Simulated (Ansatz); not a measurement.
## Smallest direct gap on the k points sampled of MgO (model structure, Fm-3m, No. 225, 6 atoms in the cell) at several levels of theory

No measured value is used here.

| level (code) | value (eV) | cell (Å³/atom) |
|---|---|---|
| LDA (Ansatz) | 4.64 | 9.36 |
| PBE (Ansatz) | ___ | 9.62 |
| PBEsol (Ansatz) | 4.62 | 9.36 |
| PBE-D3(BJ) (Ansatz) | ___ | 9.31 |
| r²SCAN (Ansatz) | 5.68 | 9.29 |
| r²SCAN+rVV10 (Ansatz) | 5.71 | 9.23 |
| G0W0@PBEsol (Ansatz) | 7.51 | 9.36 |

Problem. What belongs in the gaps?

Solution. 
- PBE (Ansatz, a first-principles code), value (eV): 4.46
- PBE-D3(BJ) (Ansatz), value (eV): 4.77

Computed values are for a static lattice.  Values are at the level's own equilibrium cell; LDA at the PBEsol cell; G0W0@PBEsol at the PBEsol cell. Cutoffs differ between the levels. Ansatz's density-functional and Hartree–Fock values are scalar-relativistic unless marked +SOC, with PAW data made under PBE.

A model structure was made by putting elements into a prototype or built by hand; here it ended with the formula and space group of a phase in our tables.
